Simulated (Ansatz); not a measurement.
Base system: Ga2O3 (space group C2/m, No. 12; a = 12.456 Å, b = 3.083 Å, c = 5.877 Å, α = γ = 90.00°, β = 103.70°).

(Cell as relaxed with PBE.)

Levels (all Ansatz, a program for electronic structure, PAW, earlier PAW set): PBE (420 eV, no spin-orbit coupling); r2SCAN (500 eV, no SOC).

Each level relaxes its own structure.

```
base                  PBE    r2SCAN
---------------  --------  --------
volume per atom  10.96 Å³  10.50 Å³
band gap          2.01 eV   3.03 eV
```

One thing is altered: cell and atoms relaxed at a pressure of 0.9 GPa.

| quantity | PBE | r2SCAN |
|---|---|---|
| smallest direct gap | 2.08 eV | 3.11 eV |
| band gap | 2.06 eV | 3.08 eV |
| volume per atom | 10.90 Å³ | 10.45 Å³ |
| shift of the gap caused by the change | +0.04 eV | +0.04 eV |
| gap character | indirect, k = (0.455, -0.455, -1/2) in the run's primitive reciprocal basis → Γ | indirect, k = (0.455, -0.455, -1/2) in the run's primitive reciprocal basis → Γ |

PBE's smallest direct gap lies 1.025 eV below r2SCAN's; PBE's band gap lies 1.02 eV below r2SCAN's; PBE's volume per atom lies 0.45 Å³ above r2SCAN's (4.3 %); the two agree on the shift of the gap caused by the change and gap character. Neither level is exact; r2SCAN is the comparison here, not a measurement.

Load acts through the strain it causes; cell and atoms are relaxed under it. No phonon test of stability was made.
